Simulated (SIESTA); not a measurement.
SIESTA run on a (001) slab of NaCl (cut from a parent of space group no. 225; 8 atoms in the cell): self-consistent single point.

Method of the run: GGA PBE, numerical atomic orbitals DZP, PseudoDojo PBE standard norm-conserving potentials (rewritten from UPF to PSML) (SIESTA).

The change in words: lattice scaled in the plane by 0.98. Reference geometry:
```xyz
8
Lattice="3.8664 0.0000 0.0000 -3.8664 3.8664 0.0000 0.0000 0.0000 20.3822" Properties=species:S:1:pos:R:3 pbc="T T T"
Cl    -1.9332     1.9332     8.7941
Cl     0.0000     0.0000     6.0000
Cl    -1.9332     1.9332    14.3822
Cl     0.0000     0.0000    11.5882
Na     0.0000     0.0000     8.7941
Na    -1.9332     1.9332     6.0000
Na     0.0000     0.0000    14.3822
Na    -1.9332     1.9332    11.5882
```

Reference input (self-consistent single point, DFT, GGA PBE, numerical atomic orbitals DZP, PseudoDojo PBE standard norm-conserving potentials (rewritten from UPF to PSML)): XC.functional = GGA; XC.authors = PBE; potentials = PseudoDojo PBE standard; PAO.BasisSize = DZP; PAO.EnergyShift = 0.01 Ry; MeshCutoff = 300 Ry; kgrid.MonkhorstPack = 6 6 1; OccupationFunction = FD; ElectronicTemperature = 0.1 eV; MaxSCFIterations = 150; SCF.Mixer.Method = Broyden; SCF.Mixer.Weight = 0.25. This run's input differs from it in these lines:

```diff
@@ -10,3 +10,3 @@
 %endblock ChemicalSpeciesLabel
-LatticeConstant              3.866450 Ang
+LatticeConstant              3.789121 Ang
 %block LatticeVectors
@@ -14,3 +14,3 @@
     -1.000000000    1.000000000    0.000000000
-     0.000000000    0.000000000    5.271554009
+     0.000000000    0.000000000    5.379136744
 %endblock LatticeVectors
@@ -18,10 +18,10 @@
 %block AtomicCoordinatesAndAtomicSpecies
-    -1.933225000    1.933225000    8.794104012  1
+    -1.894560500    1.894560500    8.794104012  1
      0.000000000    0.000000000    6.000010125  1
-    -1.933225000    1.933225000   14.382189875  1
+    -1.894560500    1.894560500   14.382189875  1
      0.000000000    0.000000000   11.588197899  1
      0.000000000    0.000000000    8.794104012  2
-    -1.933225000    1.933225000    6.000010125  2
+    -1.894560500    1.894560500    6.000010125  2
      0.000000000    0.000000000   14.382189875  2
-    -1.933225000    1.933225000   11.588197899  2
+    -1.894560500    1.894560500   11.588197899  2
 %endblock AtomicCoordinatesAndAtomicSpecies
```

Log, with long lists cut:

```
        iscf     Eharris(eV)        E_KS(eV)     FreeEng(eV)     dDmax    Ef(eV) dHmax(eV)
   scf:    1    -6778.288211    -6770.278835    -6770.278835  0.577060 -3.907523  2.251176
   scf:    2    -6770.609867    -6770.458101    -6770.458101  0.027349 -4.107680  1.562267
   scf:    3    -6770.588731    -6770.535301    -6770.535301  0.035179 -4.439010  0.663654
   scf:    4    -6770.548974    -6770.542865    -6770.542865  0.017567 -3.689330  0.105864
   scf:    5    -6770.544034    -6770.543521    -6770.543521  0.003897 -3.731531  0.017404
   scf:    6    -6770.543601    -6770.543574    -6770.543574  0.001431 -3.736564  0.009886
   scf:    7    -6770.543581    -6770.543578    -6770.543578  0.000534 -3.734022  0.004816
   scf:    8    -6770.543579    -6770.543579    -6770.543579  0.000335 -3.732278  0.002233
   scf:    9    -6770.543579    -6770.543579    -6770.543579  0.000178 -3.731625  0.001201
   scf:   10    -6770.543579    -6770.543579    -6770.543579  0.000099 -3.731255  0.000646
SCF Convergence by DM+H criterion
max |DM_out - DM_in|         :     0.0000988693
max |H_out - H_in|      (eV) :     0.0006462144
SCF cycle converged after 10 iterations

Using DM_out to compute the final energy and forces

siesta: E_KS(eV) =            -6770.5436

siesta: E_KS - E_eggbox =     -6770.5436

siesta: Atomic forces (eV/Ang):
     1    0.000000   -0.000000   -0.004901
     2    0.000000   -0.000000   -0.279516
     3    0.000000   -0.000000    0.279649
     4    0.000000   -0.000000    0.004537
     5   -0.000000   -0.000000   -0.022997
     6    0.000000   -0.000000    0.068898
     7   -0.000000   -0.000000   -0.068807
     8   -0.000000   -0.000000    0.023278
   Tot    0.000000   -0.000000    0.000142
   Max    0.279649
   Res    0.083399    sqrt( Sum f_i^2 / 3N )
   Max    0.279649    constrained

   [... lines left out ...]
siesta: FreeEng =     -6770.543579
   [... lines left out ...]

siesta: Cell volume =        292.636172 Ang**3

siesta: Pressure (static):
siesta:                Solid            Molecule  Units
siesta:           0.00012272          0.00009984  Ry/Bohr**3
siesta:           0.01126773          0.00916704  eV/Ang**3
siesta:          18.05289264         14.68721616  kBar

siesta: Electric dipole (a.u.)  =   -0.000000   -0.000000   -0.000002
siesta: Electric dipole (Debye) =   -0.000000   -0.000000   -0.000006
```

The run converged in 10 iterations. Against the reference run the free energy goes up by 15.0 meV/atom, the largest force goes from 0.258 to 0.280 eV/Å and the gap on the mesh goes from 5.297 to 5.449 eV.

The starting cell comes from a database of computed structures (which also holds hypothetical and non-ambient phases and stackings), without a prior relaxation at this level. The slab is cut from that crystal, and its faces are unrelaxed. Its lattice was rescaled in the plane by a random factor within 2.5 % of one. For this run, on top of that: lattice scaled in the plane by 0.98. Spin polarisation is off, though cut faces can carry moments; a gap of a slab can lie between surface states. Values carry the incompleteness of an atom-centred basis.
